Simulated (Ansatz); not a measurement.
```yaml
crystal:
  lattice:
    - [0.00000, 2.98736, 3.01724]
    - [2.98736, 0.00000, 3.01724]
    - [2.98736, 2.98736, 0.00000]
  atoms:
    - { symbol: Pb, position: [0.00000, 0.00000, 0.00000] }
    - { symbol: S, position: [0.50000, 0.50000, 0.50000] }
```

No spin polarisation.

Calculations: Ansatz (a quantum-chemistry and plane-wave program), r2SCAN, PAW, cutoff 500 eV, no SOC. Γ-centred 10×10×10 mesh, Fermi–Dirac width 0.05 eV.

### Question
Predict the gap character and pressure.

### Answer
The gap character is direct at N and the pressure (mean of the normal stresses, compression positive) comes out as -5.6 kbar.

Spin-orbit coupling, missing from the scalar runs, can matter with Pb. The cells carry an imposed strain or load. Whether these cells are dynamically stable was not tested. The cell was made from PbS in the rock salt structure (space group Fm-3m, No. 225) by this change: uniaxial strain ε_zz = +1.00 %.
